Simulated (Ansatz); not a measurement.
The parent structure is AlN in the zinc blende structure (space group F-43m, No. 216; a = 4.3698 Å). Axes: x, y, z lie along the cube axes.

Structures relaxed with r2SCAN in Ansatz (plane waves to 500 eV, PAW, no SOC).

Base:

Simulated powder pattern, Mo Kα, λ = 0.71073 Å (kinematic, ideal powder, no thermal factors, no anomalous dispersion; the 8 strongest lines at most, above 2 %, up to 2θ = 40°):

| 2θ (°) | I/Imax (%) | hkl |
|---|---|---|
| 16.19 | 100 | (111) |
| 18.72 | 11 | (200) |
| 26.60 | 57 | (220) |
| 31.30 | 40 | (311) |
| 32.73 | 4.2 | (222) |
| 37.97 | 8.0 | (400) |

After one change:

Simulated powder pattern, Mo Kα, λ = 0.71073 Å (kinematic, ideal powder, no thermal factors, no anomalous dispersion; the 8 strongest lines at most, above 2 %, up to 2θ = 40°):

```tsv
2θ (°)	I/Imax (%)
15.91	100
16.31	33
18.51	15
26.04	39
26.54	37
30.67	13
30.88	27
31.31	12
```

Q: What was done to the base?
(A) biaxial strain +1.25 %, plane normal [111], relaxed out of plane
(B) biaxial strain +2.08 %, plane normal [111], relaxed out of plane
(C) biaxial strain +2.50 %, plane normal [111], relaxed out of plane
(D) biaxial strain +0.83 %, plane normal [111], relaxed out of plane

A: B, biaxial strain +2.08 %, plane normal [111], relaxed out of plane. Its volume per atom is 10.79 Å³ against 10.43 Å³, and its space group is R3m (No. 160).

Whether these cells are dynamically stable was not tested. This is not the structure that AlN has at room temperature and ambient pressure.

Ansatz is a first-principles code.
